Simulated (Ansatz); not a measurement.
System: Rb3AgSn3Se8 (P4/nbm, No. 125; cell taken from a computed entry). Method: r²SCAN+SOC in Ansatz (PAW).

Numerical settings: plane-wave cutoff 560 eV, 4×4×2 k mesh (along the axes of the cell as run), Fermi–Dirac smearing 0.01 eV, PAW data made under PBE.

Cell (relaxed with PBEsol):

AgRb₃Sn₃Se₈ is taken in the tetragonal space group P4/nbm, origin choice 1 (No. 125), Pearson symbol tP30. Cell: a = b = 8.3234 Å, c = 13.3971 Å, α = β = γ = 90.00°. Rb1 on 4g sees 4 Se at 3.391 Å and 4 Se at 3.589 Å. Rb2 on 2b is coordinated by 8 Se at 3.565 Å. Ag on 2d has 4 Se at 2.755 Å (tetrahedral). Sn1 on 4h has 2 Se at 2.497 Å and 2 Se at 2.638 Å. Sn2 on 2c sees 4 Se at 2.554 Å (tetrahedral). Se1 on 8m is surrounded by 1 Sn at 2.497 Å and 1 Ag at 2.755 Å and 4 Rb at 3.565–3.589 Å. Se2 on 8m has 2 Sn at 2.554–2.638 Å and 2 Rb at 3.391 Å. (Neighbours: up to the widest gap in distance over summed covalent radii, below 1.35, at either atom; cation-cation and far metal-metal contacts left out.)

Problem. Predict the band gap.

Solution. 
- band gap = 1.41 eV (on the SCF k mesh)

Note: cell and atoms aren't relaxed at this level (largest force component 0.12 eV/Å, pressure 0.9 GPa).

The computed numbers hold no vibrational or temperature effects.

Ansatz is a first-principles code.
